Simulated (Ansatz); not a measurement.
The starting structures come from a database of crystals and need not be the phases stable at ambient conditions.

Inside the gap of an insulator the Bloch states are evanescent, with a wavenumber k + iκ along the transport direction.

```
CELL_PARAMETERS angstrom
      6.54723     0.00000     0.00000
      0.00000     9.57728     0.00000
      0.00000     4.78864     2.99026
ATOMIC_POSITIONS crystal
  Na 0.00000 0.50000 0.00000
  Na 0.50000 0.50000 0.00000
  Hg 0.75000 0.18813 0.00000
  Hg 0.25000 0.81187 0.00000
  P  0.75000 0.86077 0.00000
  P  0.25000 0.13923 0.00000
  O  0.25000 0.26011 0.57462
  O  0.75000 0.73989 0.42538
  O  0.75000 0.16527 0.57462
  O  0.25000 0.83473 0.42538
  O  0.06546 0.24545 0.00000
  O  0.93454 0.75455 0.00000
  O  0.56546 0.75455 0.00000
  O  0.43454 0.24545 0.00000
```

Space group of this cell: Cmcm. The cell is taken as given; by r2SCAN its mean pressure is -5.2 GPa.

Transport runs along the normal of the first two printed cell vectors.

The gap is the functional's own, uncorrected, and κ follows it; spin-orbit coupling is left out. Mid-gap values are interpolated between the computed energies.

Question: Estimate the band gap and the smallest decay constant κ at mid-gap that r2SCAN in Ansatz (a first-principles code) returns for this system.

Answer: Gap 1.91 eV on a 6×10×10 mesh; κ = 0.385 1/Å, at the zone centre.
